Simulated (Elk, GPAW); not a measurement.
A GPAW input for a self-consistent single point of BaTiO3 (Pm-3m, 5 atoms in the cell) (DFT PBE, plane waves, GPAW PAW datasets PBE (gpaw-data 1.0.1)):

```python
from ase import Atoms
from ase.units import GPa
from gpaw import GPAW

atoms = Atoms(['Ba', 'Ti', 'O', 'O', 'O'],
              cell=[[3.988010, 0.000000, 0.000000],
                    [0.000000, 3.988010, 0.000000],
                    [0.000000, 0.000000, 3.988010]],
              scaled_positions=[[0.500000, 0.500000, 0.500000],
                                [0.000000, 0.000000, 0.000000],
                                [0.500000, 0.000000, 0.000000],
                                [0.000000, 0.500000, 0.000000],
                                [0.000000, 0.000000, 0.500000]],
              pbc=True)

calc = GPAW(mode={'name': 'pw', 'ecut': 950},
            xc='PBE',
            kpts={'size': (4, 4, 4), 'gamma': True},
            occupations={'name': 'fixed-uniform'},
            nbands=-4,
            convergence={'bands': -2},
            symmetry={'symmorphic': False, 'tolerance': 0.0005},
            maxiter=150)

atoms.calc = calc

energy = atoms.get_potential_energy()
print('Energy (eV):', round(energy, 6))
forces = atoms.get_forces()
print('Forces (eV/Ang):')
print(forces.round(5))
stress = atoms.get_stress()
print('Stress (GPa, Voigt):', (stress / GPa).round(4))
```

Problem. Translate this input to Elk.

Solution. One input that does it (others would too):

```
tasks
  0

xctype
  20

tforce
  .true.

rgkmax
  7.5

gmaxvr
  18.0

lmaxapw
  10

lmaxo
  8

nxlo
  2

lorbcnd
  .true.

lradstp
  2

nrmtscf
  2.0

rmtscf
  0.85

lmaxi
  4

stype
  0

swidth
  0.0001

scale
  1.889726125

avec
    3.9880100000    0.0000000000    0.0000000000
    0.0000000000    3.9880100000    0.0000000000
    0.0000000000    0.0000000000    3.9880100000

atoms
  3   : nspecies
  'Ba.in'   : spfname
  1   : natoms; atposl, bfcmt below
  0.5000000000  0.5000000000  0.5000000000    0.0 0.0 0.0
  'Ti.in'   : spfname
  1   : natoms; atposl, bfcmt below
  0.0000000000  0.0000000000  0.0000000000    0.0 0.0 0.0
  'O.in'   : spfname
  3   : natoms; atposl, bfcmt below
  0.5000000000  0.0000000000  0.0000000000    0.0 0.0 0.0
  0.0000000000  0.5000000000  0.0000000000    0.0 0.0 0.0
  0.0000000000  0.0000000000  0.5000000000    0.0 0.0 0.0

ngridk
  4 4 4
```

Basis settings and potentials, where a program has them, do not carry over. This input uses DFT, PBE, all-electron FP-LAPW, Elk's shipped species files, APW+lo basis with extra local orbitals.

The starting cell comes from a database of computed structures (which also holds hypothetical and non-ambient phases and stackings), without a prior relaxation at this level. Its lattice was rescaled by a random factor within 2.5 % of one. For this run, on top of that: lattice scaled by 0.98.
